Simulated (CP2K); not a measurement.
A self-consistent single point of In2AgTe3Br (P4/mmm, 7 atoms in the cell) with CP2K

Method: CP2K with LDA (Pade form), GPW, DZVP-MOLOPT-SR-GTH basis, GTH-PADE potentials (GTH_POTENTIALS).

This input was run:

```
&GLOBAL
  PROJECT run
  RUN_TYPE ENERGY_FORCE
  PRINT_LEVEL LOW
&END GLOBAL
&FORCE_EVAL
  METHOD Quickstep
  STRESS_TENSOR ANALYTICAL
  &DFT
    BASIS_SET_FILE_NAME BASIS_MOLOPT
    POTENTIAL_FILE_NAME GTH_POTENTIALS
    &QS
      METHOD GPW
      EPS_DEFAULT 1E-11
    &END QS
    &MGRID
      CUTOFF 500
      REL_CUTOFF 60
      NGRIDS 5
    &END MGRID
    &SCF
      SCF_GUESS ATOMIC
      EPS_SCF 1E-6
      MAX_SCF 100
      ADDED_MOS 11
      &DIAGONALIZATION
        ALGORITHM STANDARD
      &END DIAGONALIZATION
      &MIXING
        METHOD BROYDEN_MIXING
        ALPHA 0.2
        NBUFFER 12
        BETA 1
      &END MIXING
      &SMEAR ON
        METHOD MARZARI_VANDERBILT
        SIGMA [eV] 0.1
      &END SMEAR
    &END SCF
    &KPOINTS
      SCHEME MONKHORST-PACK 5 5 2
      GAMMA_CENTERED T
    &END KPOINTS
    &XC
      &XC_FUNCTIONAL PADE
      &END XC_FUNCTIONAL
    &END XC
    &PRINT
      &MO
        EIGENVALUES T
        OCCUPATION_NUMBERS T
        NDIGITS 8
        FILENAME mo
        &EACH
          QS_SCF 0
        &END EACH
        ADD_LAST NUMERIC
      &END MO
      &MULLIKEN OFF
      &END MULLIKEN
    &END PRINT
  &END DFT
  &SUBSYS
    &CELL
      ABC 4.30071000 4.30071000 11.70547000
      ALPHA_BETA_GAMMA 90.00000000 90.00000000 90.00000000
      PERIODIC XYZ
    &END CELL
    &COORD
      SCALED
      In       0.50000000     0.50000000     0.73581000
      In       0.50000000     0.50000000     0.26419000
      Ag       0.00000000     0.00000000     0.00000000
      Te       0.00000000     0.00000000     0.76041000
      Te       0.00000000     0.00000000     0.23959000
      Te       0.50000000     0.50000000     0.00000000
      Br       0.50000000     0.50000000     0.50000000
    &END COORD
    &KIND In
      BASIS_SET DZVP-MOLOPT-SR-GTH-q13
      POTENTIAL GTH-PADE-q13
    &END KIND
    &KIND Ag
      BASIS_SET DZVP-MOLOPT-SR-GTH-q11
      POTENTIAL GTH-PADE-q11
    &END KIND
    &KIND Te
      BASIS_SET DZVP-MOLOPT-SR-GTH-q6
      POTENTIAL GTH-PADE-q6
    &END KIND
    &KIND Br
      BASIS_SET DZVP-MOLOPT-SR-GTH-q7
      POTENTIAL GTH-PADE-q7
    &END KIND
  &END SUBSYS
  &PRINT
    &FORCES ON
    &END FORCES
    &STRESS_TENSOR ON
    &END STRESS_TENSOR
  &END PRINT
&END FORCE_EVAL
```

Log, with long lists cut:

```
 GLOBAL| Method name                                                        CP2K
 GLOBAL| Project name                                                        run
 GLOBAL| Run type                                                   ENERGY_FORCE

 TOTAL NUMBERS AND MAXIMUM NUMBERS

  Total number of            - Atomic kinds:                                   4
                             - Atoms:                                          7
                             - Shell sets:                                     7
                             - Shells:                                        41
                             - Primitive Cartesian functions:                 36
                             - Cartesian basis functions:                    146
                             - Spherical basis functions:                    127

  Maximum angular momentum of- Orbital basis functions:                        3
                             - Local part of the GTH pseudopotential:          0
                             - Non-local part of the GTH pseudopotential:      4

 SCF PARAMETERS         Density guess:                                    ATOMIC
                        max_scf:                                             100
                        max_diis:                                              4
                        eps_scf:                                        1.00E-06
                        eps_diis:                                       1.00E-01
                        eps_eigval:                                     1.00E-05
                        level_shift [a.u.]:                             0.000000
                        added MOs                                        11    0
                        Mixing method:                            BROYDEN_MIXING
                                                charge density mixing in g-space
                        Smear method:                         MARZARI_VANDERBILT
                        Smearing width (sigma) [a.u.]:                  3.67E-03
                        Accuracy threshold:                             1.00E-10
                        No outer SCF

 Extrapolation method: initial_guess

 Number of electrons:                                                         62
 Number of occupied orbitals:                                                 31
 Number of molecular orbitals:                                                42

 Number of orbital functions:                                                127
 Number of independent orbital functions:                                    127

 SCF WAVEFUNCTION OPTIMIZATION

  Step     Update method      Time    Convergence         Total energy    Change
     1 NoMix/Diag. 0.20E+00      -     0.66512947      -188.1795095423 -1.88E+02
     2 Broy./Diag. 0.20E+00      -     0.15289814      -189.9967117956 -1.82E+00
     3 Broy./Diag. 0.20E+00      -     0.15298206      -189.0623978072  9.34E-01
     4 Broy./Diag. 0.20E+00      -     0.13972360      -188.2421480550  8.20E-01
     5 Broy./Diag. 0.20E+00      -     0.03945719      -187.9825289160  2.60E-01
     6 Broy./Diag. 0.20E+00      -     0.04355118      -188.0400527855 -5.75E-02
     7 Broy./Diag. 0.20E+00      -     0.02910582      -188.0747463113 -3.47E-02
   [... 8 lines left out ...]
    16 Broy./Diag. 0.20E+00      -     0.00000607      -187.9582067296  8.69E-06
    17 Broy./Diag. 0.20E+00      -     0.00001030      -187.9581559927  5.07E-05
    18 Broy./Diag. 0.20E+00      -     0.00000144      -187.9581509800  5.01E-06
    19 Broy./Diag. 0.20E+00      -     0.00000164      -187.9581473104  3.67E-06
    20 Broy./Diag. 0.20E+00      -     0.00000099      -187.9581461999  1.11E-06

  *** SCF run converged in    20 steps ***

  Electronic density on regular grids:        -62.0000000000        0.0000000000
  Core density on regular grids:               61.9999999989       -0.0000000011
  Total charge density on r-space grids:       -0.0000000010
  Total charge density g-space grids:          -0.0000000010

  Overlap energy of the core charge distribution:               0.00000000157963
  Self energy of the core charge distribution:               -320.41529238891866
  Core Hamiltonian energy:                                     92.50745266089615
  Hartree energy:                                              68.17279369872703
  Exchange-correlation energy:                                -28.22258896654878
  Smearing free energy correction:                             -0.00051120700964
  Fermi energy:                                                 0.14060352536487

  Total energy:                                              -187.95814619993345

 ENERGY| Total FORCE_EVAL ( QS ) energy [hartree]           -187.958146920512917

 FORCES| Atomic forces [hartree/bohr]
 FORCES|   Atom     x               y               z               |f|
 FORCES|      1  2.04895595E-11  2.04856910E-11 -4.06707018E-04   4.06707018E-04
 FORCES|      2  2.04833717E-11  2.04847902E-11  4.06694551E-04   4.06694551E-04
 FORCES|      3  3.17151423E-12  3.17042254E-12  2.32555809E-09   2.32556242E-09
 FORCES|      4 -8.45750018E-14 -8.36490803E-14  5.71922400E-03   5.71922400E-03
 FORCES|      5 -1.68085431E-13 -1.67760418E-13 -5.71922316E-03   5.71922316E-03
 FORCES|      6  1.05558851E-13  1.05212898E-13 -1.33703316E-08   1.33703316E-08
 FORCES|      7  1.57133721E-13  1.56746294E-13  2.26738774E-08   2.26738774E-08
 FORCES| Sum     4.41544776E-11  4.41514534E-11  4.40417226E-12
 FORCES| Total atomic force                                       6.25968487E-11

 STRESS| Analytical stress tensor [bar]
 STRESS|                        x                   y                   z
 STRESS|      x       -2.88129955569E+04   7.71828408541E-06   3.34940242073E-07
 STRESS|      y        7.71828408541E-06  -2.88130021609E+04   3.34784249990E-07
 STRESS|      z        3.34940242073E-07   3.34784249990E-07  -3.94299888602E+04
 STRESS| 1/3 Trace                                            -3.23519955260E+04
```

The run converged in 20 iterations.

The starting cell comes from a database of computed structures (which also holds hypothetical and non-ambient phases and stackings), without a prior relaxation at this level. Values carry the incompleteness of an atom-centred basis. With a pressure of about -3 GPa the cell is away from its equilibrium volume at this level. The run gives no clean gap (levels at the Fermi energy touch, overlap or are partly filled at this smearing), which alone does not show that the compound is a metal.

Cost on one core of a shared machine: roughly 30 s.
